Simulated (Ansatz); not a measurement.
How far to go with the plane-wave cutoff: LaPt2 (R3m, 6 atoms in the cell)

```
CELL_PARAMETERS angstrom
      0.00000     3.89244     3.89244
      3.89244     0.00000     3.89244
      3.89244     3.89244     0.00000
ATOMIC_POSITIONS crystal
  La 0.50371 0.50371 0.50371
  La 0.75000 0.75000 0.75000
  Pt 0.12500 0.12500 0.12500
  Pt 0.62500 0.12500 0.12500
  Pt 0.12500 0.12500 0.62500
  Pt 0.12500 0.62500 0.12500
```

Method: LDA (PW92), default PAW files made with PBE (plane waves; Ansatz, a quantum-chemistry and plane-wave program).

Base settings: basis.ecutwfc = 420 eV; kpoints.mp_grid.grid = 5 5 5; hamiltonian.xc = lda; hamiltonian.pseudopotentials = {kind: paw} (the program's default PAW files); scf.occupations.method = fermi_dirac; scf.occupations.width = 0.1 eV.

The second cell is the first with its lattice scaled by 0.98.

The mesh stays at the base's, so the ladder's end is converged at best in this setting alone.

The first pressure column holds Ansatz's estimate of the finite-basis (Pulay) stress, which hides part of the cutoff error; the other is without it.

Only quantities that move along the ladder and can be compared are tabulated.

The count of work is k-points × plane waves × bands × iterations; it is no time. 

The starting cell comes from a database of computed structures (which also holds hypothetical and non-ambient phases and stackings), without a prior relaxation at this level. Its lattice was rescaled by up to half a per cent. One atom was moved a little off its site on purpose. Spin polarisation is off. In the base run, with a pressure of about -6 GPa the cell is away from its equilibrium volume at this level.

Steps (basis.ecutwfc): 145 eV; 170 eV; 190 eV; 210 eV; 230 eV; 250 eV; 295 eV; 335 eV; 380 eV; 420 eV; 460 eV; 505 eV; 565 eV; 630 eV; 735 eV; 840 eV; 1010 eV.

What is the coarsest basis.ecutwfc that holds the free energy within 1 meV/atom of the last step, with all finer ones?

460 eV, at 0.31 of the last step's count of work; the step before is off by 1.1 meV/atom.

What is the coarsest basis.ecutwfc that holds the pressure without the Pulay estimate within 0.2 GPa of the last step, with all finer ones?

380 eV, at 0.23 of the last step's count of work; the step before is off by 1.9 GPa.

What is the coarsest basis.ecutwfc that holds the pressure within 0.2 GPa of the last step, with all finer ones?

295 eV, at 0.16 of the last step's count of work; the step before is off by 1.6 GPa.

```tsv
basis.ecutwfc	free energy less the last step's (meV/atom)	energy of the compressed cell less the first (meV/atom)	pressure (GPa)	pressure without the Pulay estimate (GPa)	largest difference of a force vector from the last step's (eV/Å)	count of work / last
145 eV	42136.71	346.09	-9.45	-1006.43	0.364	0.069
170 eV	19835.94	-322.80	-23.79	-592.55	0.058	0.081
190 eV	10447.24	-128.83	-13.41	-368.83	0.268	0.084
210 eV	5290.65	-10.85	-5.84	-219.31	0.132	0.10
230 eV	2535.58	-9.28	-2.66	-124.18	0.037	0.11
250 eV	1129.42	29.84	-4.09	-66.99	0.076	0.12
295 eV	150.77	-3.35	-5.58	-17.28	0.007	0.16
335 eV	19.15	-6.14	-5.73	-7.64	0.000	0.19
380 eV	2.09	-5.79	-5.70	-5.83	0.000	0.23
420 eV	1.12	-5.83	-5.71	-5.73	0.000	0.26
460 eV	0.65	-5.86	-5.71	-5.74	0.000	0.31
505 eV	0.34	-5.88	-5.71	-5.72	0.000	0.36
565 eV	0.23	-5.89	-5.71	-5.72	0.000	0.42
630 eV	0.14	-5.89	-5.71	-5.72	0.000	0.50
735 eV	0.06	-5.89	-5.71	-5.71	0.000	0.62
840 eV	0.03	-5.89	-5.71	-5.71	0.000	0.64
1010 eV	0.00	-5.89	-5.71	-5.71	0.000	1.0
```

The energy difference between the two cells stays within 1 meV/atom of the last step's from 335 eV on, the total only from 460 eV on: much of the error is common to both cells and cancels.

At the lowest cutoff the pressure without the Pulay estimate lies 1000 GPa under the last step's, the usual sign of Pulay stress in an incomplete plane-wave basis.

Keys are those of Ansatz 0.2.
